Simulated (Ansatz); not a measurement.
Point defect V_Al+Si_Al in wurtzite AlN

Method: PBE, PAW (plane waves to 420 eV; Ansatz, an electronic-structure program). A 3×2×2 supercell of 96 sites was used; the energies come from a 2×2×2 shifted sampling of its zone. Sites at the start: the Al site; Al 3.09 Å away. Finite-size correction: monopole term and site-potential alignment. Dielectric constants: PBE linear response of the host. Host gap at this level: 4.03 eV. Finite-size and sampling errors can reach tenths of an eV here. Levels are measured in PBE's own, too narrow, gap. Spin–orbit coupling is left out. Each state is the lowest found from its start.

Formation energies E_f are given with the Fermi level at the valence-band maximum. Chemical conditions: N-rich (Δμ(Al) = -2.74 eV, Δμ(Si) = -2.47 eV, bounded by beta Si3N4; only phases computed here count, gases as isolated molecules at 0 K). Reference phases: Al: fcc Al, Si: silicon.

```csv
charge,moment (μB),largest move off a lattice site (Å),image correction with alignment (eV),"E_f, N-rich (eV)",above the lowest spin state (eV)
0,2.0,0.27,0.00,5.00,0.00
0,not spin-polarised,0.27,0.00,5.36,0.36
−1,1.0,0.29,0.40,6.16,0.00
−1,1.0,0.29,0.40,6.16,0.00
−2,not spin-polarised,0.32,1.20,8.08,0.00
−2,0.0,0.32,1.20,8.08,0.00
```

Starting moments that weren't kept: charge −1 began with 3 μB and ended with 1.0; charge −2 began with 2 μB and ended with 0.0.

Transition levels above the valence-band maximum: ε(0/−1) = 1.16 eV; ε(−1/−2) = 1.92 eV. On the lower envelope of the bound states, inside the gap: (0/−1) at 1.16 eV; (−1/−2) at 1.92 eV.

Flagged in the runs: a host whose relaxation on this sampling wasn't shown to rest, a strain field that reaches the edge of the cell.

All states together cost around 5 core-hours (rough).
